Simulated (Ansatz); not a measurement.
Partial pair distribution functions of a relaxed model of amorphous Hf18O38Ti, broadened by 0.06 Å; density 8.71 g/cm³. Computed with PBE, scalar-relativistic without spin-orbit coupling (plane waves to 420 eV, PAW; Ansatz, an electronic-structure program).

It comes from a melt-quench run on a machine-learned potential (CHGNet), relaxed afterwards by DFT. O atoms were pushed apart under 1.9 Å during the dynamics, to hinder bonds among them. The hot cell started wider than the set density and was brought back towards it in steps. It is the lowest in DFT energy of 2 quenches. It is a model cell: composition and starting density were chosen by hand, and all elements were melted together. No dispersion term was used. Its density started from a set value of 8.71 and ended at 8.71 g/cm³. The quench (nominally 300 K/ps over its main leg) was far faster than any real one, so the model tends to hold more defects than a real film. Values belong to this one cell and scatter from quench to quench. The volume was held where the preparation left it and the shape relaxed, at a PBE pressure of 2.5 GPa. Stress components on the final sampling reach 2.6 GPa. On a 2×2×2 Γ-centred mesh force components of up to 0.12 eV/Å stay, since the relaxation ran on the zone centre alone.

```csv
r (Å),g Hf-O,g O-Ti,g Hf-Hf,g O-O
1.60,0.00,0.02,0.00,0.00
1.70,0.00,1.19,0.00,0.00
1.80,0.05,7.64,0.00,0.00
1.90,1.03,7.81,0.00,0.00
2.00,5.22,1.64,0.00,0.00
2.10,7.54,2.20,0.00,0.00
2.20,4.73,0.91,0.00,0.00
2.30,1.96,0.02,0.00,0.02
2.40,0.90,0.00,0.00,0.44
2.50,0.33,0.00,0.00,1.83
2.60,0.02,0.00,0.00,2.51
2.70,0.01,0.00,0.00,2.23
2.80,0.09,0.00,0.00,2.19
2.90,0.11,0.00,0.00,2.17
3.00,0.17,0.00,0.01,1.60
3.10,0.34,0.00,0.46,1.49
3.20,0.30,0.21,2.33,1.32
3.30,0.34,1.12,3.79,1.10
3.40,0.35,1.69,3.46,0.85
3.50,0.39,0.96,2.44,0.72
3.60,0.61,0.36,1.38,0.77
3.70,0.82,0.74,1.30,0.64
3.80,0.87,0.84,2.37,0.57
3.90,0.90,2.13,2.44,0.80
4.00,1.03,1.25,1.62,1.08
4.10,1.21,1.35,0.84,1.07
4.20,1.51,1.74,0.48,0.94
4.30,1.59,1.54,0.51,0.73
4.40,1.44,2.70,0.17,0.69
```

Within 2.60 Å each Hf has 6.39 O neighbours on average.
